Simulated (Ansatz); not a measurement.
The starting structures come from a database of crystals and need not be the phases stable at ambient conditions.

 Where the default PAW files enter, the runs use the earlier of Ansatz's two default sets.

Crystal: Sr₂HN (R-3m, not sure to be the ambient phase, 4 atoms a cell, 19.2 Å³ an atom); planes in its conventional cell.

The numbers are results of PBEsol (plane waves, PAW; Ansatz, a quantum-chemistry and plane-wave program), not measurements.

The gap is the functional's own. No spin-orbit coupling. Mid-gap values are interpolated on the energy grid.

| plane | area of the cell (Å²) | mid-gap κ (1/Å) | largest κ in the gap (1/Å) |
|---|---|---|---|
| (101) | 23.8 | 0.25 | 0.25 |
| (001) | 12.4 | ___ | ___ |

### Question
The slowest decay depends on the direction. Supply the withheld values.

### Answer

- (001), mid-gap κ (1/Å): 0.21
- (001), largest κ in the gap (1/Å): 0.21
